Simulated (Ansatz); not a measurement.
Take SnSe2 in the CdI2 type structure (space group P-3m1, No. 164; a = 3.7936 Å, c = 5.7438 Å; layered, stacked along the Cartesian z axis) as the base. Axes: x lies along a and z along c of the hexagonal cell.

Method: PBEsol-D3(BJ) in Ansatz (plane waves to 420 eV, PAW, scalar-relativistic without spin-orbit coupling).

Strains are applied to the cell and any free atomic positions relax; under biaxial strain the out-of-plane vector relaxes too.

One change was made to it. Results:

The pressure (mean of the normal stresses, compression positive) goes from zero to -0.3 GPa; the volume per atom grows by 0.06 Å³ to 23.92 Å³; the band gap remains zero.

Q: What was done to the base?
(A) biaxial strain +1.50 %, plane normal [001], relaxed out of plane
(B) biaxial strain +0.50 %, plane normal [001], relaxed out of plane
(C) biaxial strain −1.00 %, plane normal [001], relaxed out of plane
(D) biaxial strain +2.00 %, plane normal [001], relaxed out of plane

A: B, biaxial strain +0.50 %, plane normal [001], relaxed out of plane. For comparison, the pressure in the other runs: biaxial strain −1.00 %, plane normal [001], relaxed out of plane gives 0.8 GPa; biaxial strain +1.50 %, plane normal [001], relaxed out of plane gives -1.0 GPa; biaxial strain +2.00 %, plane normal [001], relaxed out of plane gives -1.2 GPa.

A case with no gap was solved on a k-mesh chosen for an insulator, which is coarse for it. Whether these cells are dynamically stable was not tested. All final runs are without spin polarisation. Gaps under 0.05 eV, about the width of the smearing, are given as zero. A zero or small gap of SnSe2 can be the functional's error rather than a property of the material.

Ansatz is a quantum-chemistry and plane-wave program.
